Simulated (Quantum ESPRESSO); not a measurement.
Habitual settings against a tight run: MgO (Fm-3m, 2 atoms in the cell)

Self-consistent single point.

```xyz
2
Lattice="0.0000 2.0549 2.0549 2.0549 0.0000 2.0549 2.0549 2.0549 0.0000" Properties=species:S:1:pos:R:3 pbc="T T T"
Mg     0.0000     0.0000     0.0000
O      2.0549     2.0549     2.0549
```

Method: PBE, PseudoDojo standard norm-conserving (PBE) pseudopotentials (plane waves; Quantum ESPRESSO).

Base settings: ecutwfc = 85 Ry; occupations = fixed; potentials = {Mg: Mg.upf, O: O.upf}; K_POINTS = automatic 11 11 11 0 0 0; nbnd = 12; conv_thr = 1e-08 Ry; mixing_beta = 0.7.

Tight run (finer mesh or higher cutoff; not a proven limit): ecutwfc: 85 Ry → 119 Ry; conv_thr: 1e-08 Ry → 7.3e-11 Ry; K_POINTS: automatic 11 11 11 0 0 0 → automatic 15 15 15 0 0 0. It gave top of the valence band (on the code's own zero) 9.00 eV; gap on the k-point mesh 5.53 eV; pressure 18.88 GPa.

Quick runs, as changes from the base:
- A: the base itself
- B: ecutwfc: 85 Ry → 59 Ry; occupations: fixed → smearing; nbnd: 12 → default; conv_thr: 1e-08 Ry → 7.3e-05 Ry; K_POINTS: automatic 11 11 11 0 0 0 → automatic 8 8 8 0 0 0; smearing: default → methfessel-paxton; degauss: default → 0.019992 Ry; potentials: PseudoDojo standard norm-conserving (LDA) [LDA (PW92)]
- C: ecutwfc: 85 Ry → 68 Ry; occupations: fixed → smearing; nbnd: 12 → default; conv_thr: 1e-08 Ry → 7.3e-05 Ry; K_POINTS: automatic 11 11 11 0 0 0 → automatic 6 6 6 0 0 0; smearing: default → methfessel-paxton; degauss: default → 0.0099958 Ry; potentials: PseudoDojo standard norm-conserving (LDA) [LDA (PW92)]
- D: ecutwfc: 85 Ry → 42 Ry; conv_thr: 1e-08 Ry → 7.3e-06 Ry; K_POINTS: automatic 11 11 11 0 0 0 → automatic 8 8 8 1 1 1
- E: ecutwfc: 85 Ry → 51 Ry; conv_thr: 1e-08 Ry → 7.3e-05 Ry; K_POINTS: automatic 11 11 11 0 0 0 → automatic 3 3 3 0 0 0
- F: ecutwfc: 85 Ry → 42 Ry; conv_thr: 1e-08 Ry → 7.3e-05 Ry; K_POINTS: automatic 11 11 11 0 0 0 → automatic 2 2 2 1 1 1
- G: tstress: true → default; K_POINTS: automatic 11 11 11 0 0 0 → automatic 2 2 2 0 0 0; input_dft: default → hse; nqx1: default → 2; nqx2: default → 2; nqx3: default → 2 [HSE06]

Dashes: energy of B, C, G, another energy zero; pressure of G, no comparable value; count of G, another kind of functional, whose work the count does not hold.

Gaps are read on each run's own mesh, which may miss the band edges.

† marks runs with another functional, U, potentials or spin treatment: their distance from the tight run is not a convergence error alone.

The count of work is k-points × plane waves × bands × iterations; it is no time. 

The starting cell comes from a database of computed structures (which also holds hypothetical and non-ambient phases and stackings), without a prior relaxation at this level. Its lattice was rescaled by a random factor within 2.5 % of one. In the base run, with a pressure of about 19 GPa the cell is away from its equilibrium volume at this level.

```csv
run,energy less tight (meV/atom),pressure less tight (GPa),gap on the mesh less tight (eV),count of work / tight
A,0.4,-0.04,0.000,0.22
B†,–,-71.45,-0.107,0.043
C†,–,-23.07,-0.088,0.028
D,7087.2,-500.99,-0.098,0.052
E,1761.7,-180.89,-0.160,0.0047
F,7031.6,-498.32,2.574,0.0017
G†,–,–,1.796,–
```

Among the runs at the tight run's level, the energy misses run from 0.4 to 7087.2 meV/atom.
